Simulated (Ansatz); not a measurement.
The boundary is one mirror-built cell; no search for the lowest one was made.

System: Σ5 (310) symmetric tilt boundary in bcc W, with one C atom a cell (16.0 Å²) in the boundary; relaxed on a coarser mesh with the in-plane cell held.

Input:

```
W38C
1.0
    3.18360     0.00000     0.00000
    1.59180     5.03371     0.00000
    0.00000     0.00000    39.01620
W C
38 1
Direct
  0.99782   0.00457   0.02551
  0.70044   0.59856   0.05832
  0.40051   0.19889   0.08062
  0.09886   0.80205   0.10735
  0.80130   0.39710   0.13337
  0.50035   0.00025   0.15866
  0.20035   0.60025   0.18448
  0.90035   0.20025   0.21030
  0.60035   0.80025   0.23612
  0.30035   0.40025   0.26194
  0.00035   0.00025   0.28776
  0.70035   0.60025   0.31358
  0.40035   0.20025   0.33940
  0.10035   0.80025   0.36522
  0.80035   0.40025   0.39104
  0.49984   0.00265   0.41664
  0.20129   0.59987   0.44236
  0.89700   0.20843   0.46873
  0.59920   0.80401   0.49259
  0.31749   0.36753   0.52551
  0.59927   0.80397   0.55842
  0.89704   0.20843   0.58228
  0.20132   0.59988   0.60865
  0.49992   0.00257   0.63438
  0.80046   0.40005   0.65997
  0.10046   0.80005   0.68579
  0.40046   0.20005   0.71161
  0.70046   0.60005   0.73743
  0.00046   0.00005   0.76325
  0.30046   0.40005   0.78907
  0.60046   0.80005   0.81489
  0.90046   0.20005   0.84071
  0.20046   0.60005   0.86653
  0.50046   0.00005   0.89235
  0.80139   0.39690   0.91764
  0.09894   0.80187   0.94367
  0.40059   0.19873   0.97039
  0.70051   0.59840   0.99269
  0.97915   0.04428   0.52552
```

The resistance of the junction is A R = A (h/e²)[1/T − 1/(2N₁) − 1/(2N₂)] a spin, with T the transmission and N₁, N₂ the leads' channels in a cell of area A; the spins conduct in parallel.

Values are means of three energies within 0.05 eV of the Fermi level, on a potential converged at a Fermi-Dirac width of 0.05 eV. Resistances leave out the leads' Sharvin resistance. Spin-orbit coupling is left out.

**Question.** Compute, with PBE in Ansatz (a first-principles code), the specific resistance of the junction and the share of channels that pass.

**Answer.** AR = 2.2 × 10⁻¹⁵ Ω m²; 34 % of the channels of the narrower lead pass.
